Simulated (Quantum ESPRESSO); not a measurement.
# Pressure against volume in fluorite-structure PbF2 (space group 225) (Quantum ESPRESSO, PBE)

```
CELL_PARAMETERS angstrom
      0.00000     2.91719     2.91719
      2.91719     0.00000     2.91719
      2.91719     2.91719     0.00000
ATOMIC_POSITIONS crystal
  Pb 0.00000 0.00000 0.00000
  F  0.25000 0.25000 0.25000
  F  0.75000 0.75000 0.75000
```

Method: PBE, GBRV 1.5 ultrasoft (PBE) pseudopotentials (plane waves; Quantum ESPRESSO 7.5). Settings: ecutwfc = 52 Ry; ecutrho = 260 Ry; occupations = smearing; smearing = fermi-dirac; degauss = 0.000734986 Ry; potentials = {Pb: pb_pbe_v1.uspp.F.UPF, F: f_pbe_v1.4.uspp.F.UPF}; K_POINTS = automatic 10 10 10 0 0 0; conv_thr = 1e-10 Ry; mixing_beta = 0.4. The cell above is the first row's. The rows scale it uniformly. In all rows fractional positions and the k mesh are held.

| V (Å^3/atom) | P (GPa) |
|---|---|
| 16.550 | 6.60 |
| 16.910 | 4.61 |
| 17.270 | 2.84 |
| 17.630 | 1.27 |
| 17.989 | -0.13 |
| 18.349 | -1.38 |
| 18.709 | -2.49 |
| 19.069 | -3.48 |
| 19.428 | ? |

Q: Fit P against V with a cubic, and predict the withheld value at V = 19.428.

A: With u = V - 17.8, the rows have u = -1.2500, -0.8900, -0.5300, -0.1700, 0.1890, 0.5490, 0.9090, 1.2690. Least squares gives P = 0.583 - 3.9028·u + 0.6399·u² - 0.0698·u³. Residuals (row less fit): 0.002, -0.003, -0.002, 0.005, 0.002, -0.002, -0.002, 0.002; standard error 0.004 (degrees of freedom: 4). The fitted pressure is zero at V0 = 17.95, where dP/dV = -3.712, so B0 = -V0·dP/dV = 66.6 GPa. At the withheld row, u = 1.6280, so P = 0.583 - 3.9028 × 1.6280 + 0.6399 × 1.6280² - 0.0698 × 1.6280³ = -4.376 GPa. The calculation gives -4.37 GPa, 0.006 GPa above the prediction (0.1 % of the range of P in the table). The row lies outside the fitted rows, so this is an extrapolation. From the scatter of the fitted rows alone, a prediction at this place has a standard error of 0.009 GPa, so the miss is 0.6 times that.

Carrying the step between the two nearest rows on in a straight line would have given -4.47, off by 0.10; series whose last step already gives the withheld value aren't shown. The scan was laid around a cell of about the measured size, scaled by a guess for this functional. This is the high-temperature polymorph. The runs keep the symmetry of the cell, so they don't test it for distortions. Spin-orbit coupling is off. Cutoffs and mesh are single choices, not tested for convergence of this quantity. Series with a scatter that would blur these digits, or in which a gap closes, are not shown.
